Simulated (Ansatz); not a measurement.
Surface: Si(111) 1x1 surface, 6 top atoms, 3 bilayers, bottom bilayer H-capped and fixed, every top atom capped by Br; cell 11.5 x 6.6 Å; about 7 Å thick over the host's atoms, 18 atoms held. The numbers are results of PBE-D3(BJ) (plane waves to 420 eV, PAW; Ansatz, a program for electronic structure), not measurements. Sampling: 1x2x1 k points. The slab states were run without spin polarisation. No spin-orbit coupling. Slab thickness, cell and mesh are as stated and are not converged limits. All energies are electronic energies at 0 K, without vibrations. Each state was relaxed from one prepared geometry.

One Si2H6 a cell is brought to Si(111):Br. Relaxed result near the molecule:

| atom | x (Å) | y (Å) | z (Å) |
|---|---|---|---|
| Br(31) | 5.755 | 3.357 | 11.742 |
| Si(a0) | 3.820 | 4.988 | 15.278 |
| Si(a1) | 1.797 | 6.179 | 15.195 |
| H(a2) | 3.967 | 4.086 | 14.097 |
| H(a3) | 4.974 | 5.939 | 15.301 |
| H(a4) | 3.864 | 4.155 | 16.520 |
| H(a5) | 1.472 | 6.716 | 16.552 |
| H(a6) | 1.885 | 7.328 | 14.243 |
| H(a7) | 0.682 | 5.280 | 14.760 |

### Question
What is the adsorption energy against the free Si2H6 and the slab before, and how much of it is dispersion?

### Answer
-0.29 eV (negative: bound); the D3 term gives -0.31 eV of it. Its closest contacts to the rest of the cell: H(a2)...Br(31) 3.05 Å, H(a2)...Br(15) 3.20 Å, H(a6)...Br(14) 3.21 Å.
